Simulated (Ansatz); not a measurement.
# Thickness series in CuI

Consider CuI (space group P-3m1, No. 164; a = 4.0947 Å, c = 7.2096 Å; a cell from a computed database, its experimental status unchecked; layered, stacked along the Cartesian z axis).

Free-standing slabs (4 atom(s) a layer) normal to the stacking axis with 15 Å of vacuum; in-plane cell relaxed.

Computed with DFT with r2SCAN+rVV10, PAW potentials and a 500 eV plane-wave cutoff in Ansatz (an electronic-structure program), no spin-orbit coupling, earlier PAW set.

Notes on the quantities. electron mass: in plane.

```csv
change,band gap,in-plane lattice parameter a,electron mass
base,2.09 eV,7.738 bohr,–
1 layer,2.58 eV,7.742 bohr,0.37 mₑ (at Γ)
2 layers,2.34 eV,7.740 bohr,0.32 mₑ (at Γ)
3 layers,2.25 eV,7.739 bohr,0.31 mₑ (at Γ)
4 layers,2.20 eV,7.739 bohr,0.30 mₑ (at Γ)
```

With I present, leaving out spin-orbit coupling can change the band edges. Masses are band curvatures over ±0.01 Å⁻¹ around the edge. No phonon test of stability was made. The final runs are not spin-polarised. This is not the structure that CuI has at room temperature and ambient pressure.
